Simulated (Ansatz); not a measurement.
System: BAs (model structure, started from the NiAs type, P6₃/mmc, No. 194, 4 atoms in the cell). Method: r²SCAN (Ansatz, an electronic-structure program, plane waves, PAW).

Settings: plane-wave cutoff 560 eV, 18×18×12 k mesh (along the axes of the cell as run), Fermi–Dirac smearing 0.05 eV, scalar-relativistic PAW data made under PBE.

Cell (relaxed at this level):

```
AsB
1.0
    3.26088     0.00000     0.00000
   -1.63044     2.82400     0.00000
    0.00000     0.00000     5.40345
B As
2 2
Cartesian
  0.00000   0.00000   0.00000
  0.00000   0.00000   2.70173
  0.00000   1.88267   1.35086
  1.63044   0.94133   4.05259
```

Predict the bulk modulus B0.


- bulk modulus B0: 126 GPa

The run finds no gap.

Note: the bulk modulus is −V dP/dV from two relaxed cells at ±2 % in volume; the relaxation could raise the start's symmetry but not lower it, so the cell can be a saddle point.

Computed values are for the static lattice.

A model structure was made by putting elements into a prototype or built by hand; it is no filed structure, need not be a known phase, and can be a saddle point held by its symmetry.
